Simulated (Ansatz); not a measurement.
Given:

```xyz
2
Lattice="0.0000 2.5772 2.4901 2.5772 0.0000 2.4901 2.5772 2.5772 0.0000" Properties=species:S:1:pos:R:3 pbc="T T T"
Sr     0.0000     0.0000     0.0000
O      2.5772     2.5772     2.4901
```

All values below come from r2SCAN, rigid bands (plane waves, PAW, scalar-relativistic; Ansatz, a first-principles code). Condition of this run: uniaxial stress along [001] of 5.4 GPa (compression positive) (the target of the relaxation). Geometry: cell and atoms relaxed with PBEsol, then loaded as said.

What conductivity effective mass do dilute electrons have at 300 K?

0.40 (x), 0.40 (y), 1.17 (z) mₑ.

What conductivity effective mass do dilute holes have at 300 K?

5.6 (x), 5.6 (y), 0.41 (z) mₑ.

And the band gap?

3.60 eV at this level; semilocal functionals usually fall short of the measured gap.

Rigid bands, one relaxation time for all states, no polarons. Spin-orbit coupling is left out; where it splits the top of the valence band it changes the hole mass and lowers the gap by about a third of the splitting. Geometry: cell and atoms relaxed with PBEsol.
